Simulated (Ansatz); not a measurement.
**MgO (within 0.1 Å of P3m1, No. 156, 12 atoms in the cell; start mp-775808; a measured phase of this formula has another space group)**

Level of theory: LDA in Ansatz (plane waves, PAW).

Numerical settings: plane-wave cutoff 520 eV, 12×12×4 k mesh (along the axes of the cell as run), Fermi–Dirac smearing 0.01 eV, scalar-relativistic PAW data made under PBE.

Cell (relaxed with PBEsol):

```
CELL_PARAMETERS angstrom
      2.82788    -1.63254     0.00046
      2.82788     1.63254     0.00046
     -0.00244     0.00000    15.50900
ATOMIC_POSITIONS crystal
  Mg 0.33332 0.33332 0.64812
  Mg 0.33332 0.33332 0.97929
  Mg 0.00000 0.00000 0.81369
  Mg 0.00000 0.00000 0.48191
  Mg 0.00006 0.00006 0.14749
  Mg 0.66675 0.66675 0.31371
  O  0.33331 0.33331 0.85167
  O  0.33334 0.33334 0.52046
  O  0.00001 0.00001 0.01855
  O  0.00000 0.00000 0.68609
  O  0.00007 0.00007 0.35297
  O  0.66673 0.66673 0.18605
```

```yaml
band_gap: 3.45 eV (direct)
```

Note: cell and atoms aren't relaxed at this level (pressure -4.5 GPa).

Computed values are for the static lattice.

A start named mp-… is a Materials Project structure, which need not be a measured phase.

Ansatz is an electronic-structure program.
